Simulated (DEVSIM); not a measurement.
## abrupt GaAs n-p junction

System: abrupt GaAs n-p junction, at 400 K.

```tsv
layer (left to right)	material	thickness (μm)	Nd (cm⁻³)	Na (cm⁻³)	τn (s)	τp (s)
1	GaAs	4.90	2e17	-	6.3e-9	6.3e-9
2	GaAs	4.80	-	8.2e16	6.3e-9	6.3e-9
```

Left contact: ohmic. Right contact: ohmic. Voltage is applied to the left contact. Recombination: SRH at mid-gap, Auger. Mobility is constant in doping.

The device is made up for the run: typed textbook-type constants, with dimensions and the other settings drawn at random. Values at 300 K; Nc and Nv go as T^1.5, mobilities as T to minus their exponent, the gap by Varshni's rule with the affinity fixed.

| parameter | GaAs |
|---|---|
| gap (eV) | 1.424 |
| affinity (eV) | 4.07 |
| permittivity | 12.9 |
| Nc (cm⁻³) | 4.7e17 |
| Nv (cm⁻³) | 9e18 |
| μn (cm²/Vs) | 8500 |
| μp (cm²/Vs) | 400 |
| T exponent of μn | 2.1 |
| T exponent of μp | 2.2 |
| Cn (cm⁶/s) | 1e-30 |
| Cp (cm⁶/s) | 1e-30 |
| Varshni α (eV/K) | 0.000541 |
| Varshni β (K) | 204 |

Model (solved in DEVSIM): 1D drift-diffusion, Boltzmann statistics, complete ionisation; no tunnelling, impact ionisation, image-force lowering or self-heating.

The potential step across the device at zero bias is 1.156 V and the largest field in the device at zero bias is 130000 V/cm. The dark forward voltage at 1 A/cm² comes out as 0.831 V. The dark forward voltage at 100 A/cm² is 0.993 V.

Dark reverse current:

| V (V) | J (A/cm²) |
|---|---|
| 0.04 | 5.1e-8 |
| 0.10 | 1.1e-7 |
| 0.20 | 1.8e-7 |
| 0.30 | 2.4e-7 |
| 0.40 | 3.0e-7 |
| 0.60 | 4.1e-7 |
| 0.80 | 5.1e-7 |
| 1.00 | 6.0e-7 |
| 1.30 | 7.4e-7 |
| 1.60 | 8.6e-7 |
| 2.00 | 1.0e-6 |

Dark forward current:

```
V (V)  J (A/cm²)
-----  ---------
-0.05    -1.1e-7
-0.10    -3.1e-7
-0.15    -7.4e-7
-0.20    -1.6e-6
-0.25    -3.6e-6
-0.30    -7.8e-6
-0.35    -1.7e-5
-0.40    -3.9e-5
-0.45    -9.2e-5
-0.50   -0.00023
-0.55   -0.00064
-0.60    -0.0020
-0.65    -0.0068
-0.70     -0.026
-0.75      -0.10
-0.80      -0.41
-0.85       -1.7
-0.90       -7.2
-0.95        -30
-1.00       -120
-1.05       -440
-1.10      -1300
-1.15      -3100
```
